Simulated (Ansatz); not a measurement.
ScGe2 (model structure, started from the AlB2 type, P6/mmm, No. 191, 3 atoms in the cell) was calculated with r²SCAN (PAW; Ansatz, a program for electronic structure).

Settings: plane-wave cutoff 560 eV, 18×18×12 k mesh (along the axes of the cell as run), Fermi–Dirac smearing 0.05 eV, scalar-relativistic PAW data made under PBE.

Cell (relaxed at this level):

```
ScGe2
1.0
    4.29438     0.00000     0.00000
   -2.14719     3.71904     0.00000
    0.00000     0.00000     3.62732
Sc Ge
1 2
Direct
  0.00000   0.00000   0.00000
  0.33333   0.66667   0.50000
  0.66667   0.33333   0.50000
```

Problem. What does this level give for the bulk modulus B0?

Solution. 
* **bulk modulus B0**: 74.1 GPa

The run finds no gap.

Note: the bulk modulus is −V dP/dV from two relaxed cells at ±2 % in volume; the relaxation could raise the start's symmetry but not lower it, so the cell can be a saddle point.

A model structure was made by putting elements into a prototype or built by hand; it is no filed structure, need not be a known phase, and can be a saddle point held by its symmetry.
